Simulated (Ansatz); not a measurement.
The parent structure is InAgTe₂ in the chalcopyrite structure (space group I-42d, No. 122; a = 6.4311 Å, c = 12.7674 Å). Axes: x, y, z lie along a, b, c of the conventional cell.

Method: Ansatz (a first-principles code) PBEsol, no spin-orbit coupling.

Strains are applied to the cell and any free atomic positions relax; under biaxial strain the out-of-plane vector relaxes too.

One change was made to it. Results:

```tsv
quantity	base	after
shortest interatomic distance	2.746 Å	2.750 Å
energy relative to the base (free energy F)	0 meV/atom	+0.1 meV/atom
```

Question: What was done to the base?
(A) uniaxial strain ε_xx = −5.02 %
(B) biaxial strain +2.41 %, plane normal [001], relaxed out of plane
(C) uniaxial strain ε_zz = +0.46 %
(D) biaxial strain −1.49 %, plane normal [001], relaxed out of plane
(E) uniaxial strain ε_yy = −0.70 %

Answer: C, uniaxial strain ε_zz = +0.46 %. For comparison, the shortest interatomic distance in the other runs: uniaxial strain ε_xx = −5.02 % gives 2.695 Å; biaxial strain +2.41 %, plane normal [001], relaxed out of plane gives 2.765 Å; uniaxial strain ε_yy = −0.70 % gives 2.738 Å; biaxial strain −1.49 %, plane normal [001], relaxed out of plane gives 2.735 Å.

Whether these cells are dynamically stable was not tested. The final runs are not spin-polarised.
